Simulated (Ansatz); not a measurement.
```yaml
crystal:
  lattice:
    - [4.67240, 0.00000, 0.00000]
    - [0.00000, 4.67240, 0.00000]
    - [0.00000, 0.00000, 4.67240]
  atoms:
    - { symbol: Si, position: [0.15790, 0.34210, 0.65790] }
    - { symbol: Si, position: [0.34210, 0.65790, 0.15790] }
    - { symbol: Si, position: [0.65790, 0.15790, 0.34210] }
    - { symbol: Si, position: [0.84210, 0.84210, 0.84210] }
    - { symbol: Rh, position: [0.84741, 0.65259, 0.34741] }
    - { symbol: Rh, position: [0.65259, 0.34741, 0.84741] }
    - { symbol: Rh, position: [0.34741, 0.84741, 0.65259] }
    - { symbol: Rh, position: [0.15259, 0.15259, 0.15259] }
```

Computed with PBEsol, DFPT electron-phonon coupling, linearised Boltzmann equation (plane waves, PAW, scalar-relativistic; Ansatz, a quantum-chemistry and plane-wave program). Cell: relaxed with this functional, without spin-orbit coupling.

Q: What phonon-limited resistivity does this give at 300 K?

A: 62 μΩ·cm.

A metal at this level (no band gap). Only scattering by harmonic phonons is included (no impurities, grain boundaries, electron-electron scattering or thermal expansion). Spin-orbit coupling is left out. Few carriers conduct, so the values hang on small band overlaps. Halving the electron mesh (20x20x20) moves the resistivity by up to 6 % at 300 K. Smearing 0.20 eV; phonons on a 3x3x3 q mesh, which this run doesn't test.

Computed structure with no diffraction record at hand here (it may be known, metastable or hypothetical): RhSi (P2_13).
